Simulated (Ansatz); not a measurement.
## Effect of pressure 1.8 GPa on Mg3Sb2

Start from Mg3Sb2 (space group P-3m1, No. 164; a = 4.596 Å, c = 7.272 Å).

Now apply this change: cell and atoms relaxed at a pressure of 1.8 GPa.

Method: DFT with PBE, PAW potentials and a 420 eV plane-wave cutoff in Ansatz (a quantum-chemistry and plane-wave program), spin-orbit coupling left out. Γ-centred 12×12×7 mesh, Fermi–Dirac width 0.05 eV.

The volume per atom decreases by 1.03 Å³, from 26.60 Å³ to 25.57 Å³ and the density grows by 0.16 g/cm³, from 3.95 g/cm³ to 4.11 g/cm³. The lattice parameter a falls by 0.057 Å, from 4.596 Å to 4.539 Å and the c/a ratio falls by 0.0035 (1.582 → 1.579). The shortest interatomic distance shrinks by 0.029 Å to 2.818 Å and the enthalpy H = E + PV relative to the base's energy comes out as +0.29 eV/atom. The band gap goes up by 0.02 eV (0.15 eV → 0.17 eV) and the gap character remains indirect, Γ → k = (0, 0.417, 0.286) in the run's primitive reciprocal basis. The smallest direct gap increases by 0.18 eV, from 1.02 eV to 1.20 eV and the mean gap deformation potential ΔEg/Δln V comes out as -0.5 eV. The width of the top valence band increases by 0.12 eV to 2.59 eV and the hole mass becomes 0.067 mₑ along c, 1.0 mₑ across (at Γ) (base: 0.061 mₑ along c, 1.1 mₑ across (at Γ)). The valence-band top at Γ (three highest levels, from the VBM) goes from 0.00, -0.39, -0.39 eV to 0.00, -0.43, -0.43 eV.

Final structure:

```
Mg3Sb2
1.0
    4.53910     0.00000     0.00000
   -2.26955     3.93098     0.00000
    0.00000     0.00000     7.16568
Sb Mg
2 3
Cartesian
  0.00000   2.62065   1.60244
  2.26955   1.31033   5.56324
  0.00000   0.00000   0.00000
  0.00000   2.62065   4.52712
  2.26955   1.31033   2.63856
```

With Sb present, leaving out spin-orbit coupling can change the band edges. Load acts through the strain it causes; cell and atoms are relaxed under it. Masses are band curvatures over ±0.01 Å⁻¹ around the edge. No phonon test of stability was made. The zero or small gap of Mg3Sb2 can change with the level of theory.
